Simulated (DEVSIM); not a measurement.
System: double heterostructure, GaAs between p- and n-type Al0.4Ga0.6As, at 400 K.

```tsv
layer (left to right)	material	thickness (μm)	Nd (cm⁻³)	Na (cm⁻³)	τn (s)	τp (s)
1	Al0.4Ga0.6As	0.380	1.6e17	-	4.3e-9	4.3e-9
2	GaAs	0.220	-	9.4e14	4.3e-9	4.3e-9
3	Al0.4Ga0.6As	0.860	-	2.5e17	4.3e-9	4.3e-9
```

Left contact: ohmic. Right contact: ohmic. Voltage is applied to the left contact. Recombination: SRH at mid-gap, radiative, Auger. Mobility is μmin + (μ − μmin)/(1 + (N/Nref)^α).

The device is made up for the run: typed textbook-type constants, with dimensions and the other settings drawn at random. Values at 300 K; Nc and Nv go as T^1.5, mobilities as T to minus their exponent, the gap by Varshni's rule with the affinity fixed.

| parameter | Al0.4Ga0.6As | GaAs |
|---|---|---|
| gap (eV) | 1.9228 | 1.424 |
| affinity (eV) | 3.754 | 4.07 |
| permittivity | 11.76 | 12.9 |
| Nc (cm⁻³) | 7.93e17 | 4.7e17 |
| Nv (cm⁻³) | 9e18 | 9e18 |
| μn (cm²/Vs) | 3220 | 8500 |
| μp (cm²/Vs) | 158 | 400 |
| μn,min | 500 | 500 |
| μp,min | 20 | 20 |
| Nref,n | 6e16 | 6e16 |
| Nref,p | 1.5e17 | 1.5e17 |
| αn | 0.39 | 0.39 |
| αp | 0.38 | 0.38 |
| T exponent of μn | 2.1 | 2.1 |
| T exponent of μp | 2.2 | 2.2 |
| B (cm³/s) | 2e-10 | 2e-10 |
| Cn (cm⁶/s) | 1e-30 | 1e-30 |
| Cp (cm⁶/s) | 1e-30 | 1e-30 |
| Varshni α (eV/K) | 0.000541 | 0.000541 |
| Varshni β (K) | 204 | 204 |

Simulated with DEVSIM: 1D drift-diffusion, Boltzmann statistics, complete ionisation; no tunnelling, impact ionisation, image-force lowering or self-heating. Band offsets follow the typed affinities; no thermionic-emission limit at abrupt steps, no polarisation charge.

**Question.** Give the dark reverse current.

**Answer.** 
```tsv
V (V)	J (A/cm²)
0.04	1.5e-7
0.10	3.0e-7
0.20	4.8e-7
0.30	6.3e-7
0.40	7.6e-7
0.60	9.8e-7
```
